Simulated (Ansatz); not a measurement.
**Response to strain in SnO2**

Consider SnO2 in the rutile structure (space group P4_2/mnm, No. 136).

```
CELL_PARAMETERS angstrom
      4.76918     0.00000     0.00000
      0.00000     4.76918     0.00000
      0.00000     0.00000     3.21200
ATOMIC_POSITIONS crystal
  Sn 0.00000 0.00000 0.00000
  Sn 0.50000 0.50000 0.50000
  O  0.30627 0.30627 0.00000
  O  0.80627 0.19373 0.50000
  O  0.19373 0.80627 0.50000
  O  0.69373 0.69373 0.00000
```

Strains are applied to the cell and any free atomic positions relax.

The values are results of DFT with PBEsol, PAW potentials and a 420 eV plane-wave cutoff in Ansatz (a program for electronic structure), no SOC, not measurements.

Notes on the quantities. pressure: mean of the normal stresses, compression positive; energy relative to the base: free energy F.

```json
[
 {"case": "base", "band gap": "0.92 eV", "pressure": "0.00 GPa", "electron mass": "0.17 mₑ along c, 0.19 mₑ across (at Γ)", "energy relative to the base": "0 meV/atom", "shortest interatomic distance": "2.066 Å"},
 {"case": "isotropic strain +0.60 %", "band gap": "0.73 eV", "pressure": "-3.35 GPa", "electron mass": "0.16 mₑ along c, 0.17 mₑ across (at Γ)", "energy relative to the base": "+2.3 meV/atom", "shortest interatomic distance": "2.081 Å"},
 {"case": "isotropic strain +1.20 %", "band gap": "0.55 eV", "pressure": "-6.39 GPa", "electron mass": "0.15 mₑ (at Γ)", "energy relative to the base": "+9.1 meV/atom", "shortest interatomic distance": "2.091 Å"},
 {"case": "isotropic strain +1.80 %", "band gap": "0.37 eV", "pressure": "-9.14 GPa", "electron mass": "0.14 mₑ (at Γ)", "energy relative to the base": "+20 meV/atom", "shortest interatomic distance": "2.102 Å"},
 {"case": "isotropic strain +2.40 %", "band gap": "0.20 eV", "pressure": "-11.60 GPa", "electron mass": "0.13 mₑ along c, 0.13 mₑ across (at Γ)", "energy relative to the base": "+35 meV/atom", "shortest interatomic distance": "2.112 Å"},
 {"case": "isotropic strain +3.00 %", "band gap": "zero", "pressure": "-13.8 GPa", "electron mass": "–", "energy relative to the base": "+53 meV/atom", "shortest interatomic distance": "2.122 Å"}
]
```

Effective masses come from finite differences of ±0.01 Å⁻¹. Whether these cells are dynamically stable was not tested. The final runs are not spin-polarised. Gaps under 0.05 eV, about the width of the smearing, are given as zero. A zero or small gap of SnO2 under isotropic strain +2.40 % and SnO2 under isotropic strain +3.00 % can be the functional's error rather than a property of the material.
